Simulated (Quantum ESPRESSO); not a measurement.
Input and output of a self-consistent single point for MgSb (R-3m, 2 atoms in the cell) (Quantum ESPRESSO).

Level of theory: LDA (PZ), GBRV 1.5 ultrasoft (LDA) pseudopotentials (plane waves; Quantum ESPRESSO 7.5).

```
MgSb
1.0
    1.91954    -1.10825     4.01831
    0.00000     2.21649     4.01831
   -1.91954    -1.10825     4.01831
Mg Sb
1 1
Direct
  0.00000   0.00000   0.00000
  0.50000   0.50000   0.50000
```

Reference input (self-consistent single point, DFT, LDA (PZ), plane waves, GBRV 1.5 ultrasoft (LDA) pseudopotentials): ecutwfc = 40 Ry; ecutrho = 200 Ry; occupations = smearing; smearing = gaussian; degauss = 0.0099958 Ry; potentials = {Mg: mg_lda_v1.4.uspp.F.UPF, Sb: sb_lda_v1.4.uspp.F.UPF}; K_POINTS = automatic 12 12 12 0 0 0; conv_thr = 1e-10 Ry; mixing_beta = 0.4. This run's input differs from it in these lines:

```diff
@@ -31,3 +31,3 @@
 K_POINTS automatic
-12 12 12  0 0 0
+5 5 5  0 0 0
```

Output (repeated stretches shortened):

```
     Self-consistent Calculation

     iteration #  1     ecut=    40.00 Ry     beta= 0.40

---- Real-time Memory Report at c_bands before calling an iterative solver
           100 MiB given to the printing process from OS
            28 MiB allocation reported by mallinfo(arena+hblkhd)
------------------

     total energy              =    -309.60912392 Ry
     estimated scf accuracy    <       1.06273194 Ry

     iteration #  2     ecut=    40.00 Ry     beta= 0.40

---- Real-time Memory Report at c_bands before calling an iterative solver
           116 MiB given to the printing process from OS
   [... lines left out ...]

---- Real-time Memory Report at c_bands before calling an iterative solver
           119 MiB given to the printing process from OS
            37 MiB allocation reported by mallinfo(arena+hblkhd)
------------------

     total energy              =    -309.66692633 Ry
     estimated scf accuracy    <          1.1E-10 Ry

     iteration # 11     ecut=    40.00 Ry     beta= 0.40

---- Real-time Memory Report at c_bands before calling an iterative solver
           119 MiB given to the printing process from OS
            37 MiB allocation reported by mallinfo(arena+hblkhd)
------------------
     End of self-consistent calculation

     the Fermi energy is     7.8398 ev

!    total energy              =    -309.66692633 Ry
     estimated scf accuracy    <          1.7E-11 Ry
     smearing contrib. (-TS)   =      -0.00060010 Ry
     internal energy E=F+TS    =    -309.66632623 Ry

     convergence has been achieved in  11 iterations

     Forces acting on atoms (cartesian axes, Ry/au):

     atom    1 type  1   force =    -0.00000000    0.00000000    0.00000000
     atom    2 type  2   force =    -0.00000000    0.00000000    0.00000000

     Total force =     0.000000     Total SCF correction =     0.000000

          total   stress  (Ry/bohr**3)                   (kbar)     P=      -33.23
  -0.00023353   0.00000000   0.00000000          -34.35        0.00        0.00
  -0.00000000  -0.00023353  -0.00000000           -0.00      -34.35       -0.00
  -0.00000000  -0.00000000  -0.00021060           -0.00       -0.00      -30.98

   JOB DONE.
```

The run converged in 11 iterations. Against the reference run the free energy falls by 34.6 meV/atom and the pressure goes from -3.17 to -3.32 GPa.

The starting cell comes from a database of computed structures (which also holds hypothetical and non-ambient phases and stackings), without a prior relaxation at this level. With a pressure of about -3 GPa the cell is away from its equilibrium volume at this level.
